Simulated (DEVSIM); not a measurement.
System: illuminated Si n-on-p cell, one wavelength, at 300 K.

Layer 1 from the left is Si, thickness (μm) 0.110, Nd (cm⁻³) 5.5e17, τn (s) 5.8e-6, τp (s) 2.5e-6, absorption coefficient (cm⁻¹) 1300. Layer 2 from the left is Si, thickness (μm) 34.0, Na (cm⁻³) 2.8e17, τn (s) 2.5e-5, τp (s) 2.5e-5, absorption coefficient (cm⁻¹) 1300.

Left contact: ohmic, minority hole recombination velocity 40000 cm/s. Right contact: ohmic, minority electron recombination velocity 20 cm/s. Voltage is applied to the left contact. Recombination: SRH at mid-gap, radiative, Auger. Gap narrowing is on: ΔEg = 6.92 meV × (l + √(l² + 0.5)), l = ln(N/1.3e17 cm⁻³), shared equally by both band edges. Light enters at the left, 3.9e16 photons cm⁻² s⁻¹, one pass, no reflection. Mobility is μmin + (μ − μmin)/(1 + (N/Nref)^α).

The device is made up for the run: typed textbook-type constants, with dimensions and the other settings drawn at random. Values at 300 K.

Si: gap (eV) 1.124, affinity (eV) 4.05, permittivity 11.7, Nc (cm⁻³) 2.86e19, Nv (cm⁻³) 3.1e19, μn (cm²/Vs) 1417, μp (cm²/Vs) 470, μn,min 52, μp,min 45, Nref,n 9.7e16, Nref,p 2.2e17, αn 0.68, αp 0.72, B (cm³/s) 4.7e-15, Cn (cm⁶/s) 2.8e-31, Cp (cm⁶/s) 9.9e-32.

DEVSIM, 1D drift-diffusion, Boltzmann statistics, complete ionisation; no tunnelling, impact ionisation, image-force lowering or self-heating.

Dark forward current:

```tsv
|V| (V)	|J| (A/cm²)
0.05	5.476e-11
0.10	2.687e-10
0.15	1.349e-9
0.20	7.731e-9
0.25	4.884e-8
0.30	3.245e-7
0.35	2.206e-6
0.40	1.514e-5
0.45	0.0001043
0.50	0.0007201
0.55	0.004974
0.60	0.03435
0.65	0.2367
0.70	1.608
0.75	10.03
0.80	45.90
0.85	136.3
0.90	331.0
0.95	791.2
1.00	1785
1.05	3421
```

**Question.** Work out the local ideality factor n = ΔV / (kT/q · ln(J2/J1)) between the rows 0.15 and 0.20 V, 0.50 and 0.55 V, 1.00 and 1.05 V.

**Answer.** kT/q = 25.85 mV. From 0.15 to 0.20 V: ln(7.731e-9/1.349e-9) = 1.746, n = 1.11. From 0.50 to 0.55 V: ln(0.004974/0.0007201) = 1.933, n = 1.00, near the 1 of diffusion or emission over a barrier. From 1.00 to 1.05 V: ln(3421/1785) = 0.651, n = 2.97.

**Question.** What current could the absorbed light give at most, and what share is collected?

**Answer.** Σ αd = 4.43, so qΦ(1 − exp(−Σ αd)) = 6.17 mA/cm². The simulated short-circuit current is 6.121 mA/cm², a share of 0.99.

**Question.** Estimate the open-circuit voltage by superposition: the voltage at which the dark current equals that short-circuit current.

**Answer.** Interpolating ln J in the table gives 0.555 V. The simulation gives 0.555 V, the same within the digits that matter. Superposition holds where collection doesn't change with voltage.

**Question.** Estimate the fill factor from FF0 = (v − ln(v + 0.72))/(v + 1), v = qVoc/(nkT), with n from the dark curve.

**Answer.** The rows about Voc, 0.55 and 0.60 V, give n = 1.00, so v = 21.4 and FF0 = 0.817. The simulation gives 0.818, the same within the digits that matter.
